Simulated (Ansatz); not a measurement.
Take CdSe in the zinc blende structure (space group F-43m, No. 216) as the base.

```xyz
2
Lattice="0.0000 3.0408 3.0408 3.0408 0.0000 3.0408 3.0408 3.0408 0.0000" Properties=species:S:1:pos:R:3 pbc="T T T"
Cd     0.0000     0.0000     0.0000
Se     1.5204     1.5204     1.5204
```

Cartesian axes are those of the cell as printed.

Method: plane-wave PAW DFT at the PBEsol level (Ansatz, a quantum-chemistry and plane-wave program, 420 eV), no spin-orbit coupling.

Base values:

| Item | Result |
|---|---|
| Valence-band top at Γ | 0.00, 0.00, 0.00 eV |
| Band gap | 0.48 eV |
| Pressure | 0.0 kbar |

Modification: the cell is stretched by 0.50 % along z with no lateral relaxation; the atoms relax in the strained cell.

Problem. How does this affect the valence-band top at Γ, band gap and pressure?

Solution. The valence-band top at Γ (three highest levels, from the VBM) becomes 0.00, 0.00, -0.02 eV (base: 0.00, 0.00, 0.00 eV); the band gap falls by 0.015 eV, from 0.48 eV to 0.47 eV; the pressure (mean of the normal stresses, compression positive) goes from zero to -2.5 kbar.

Stability against distortions was not tested.
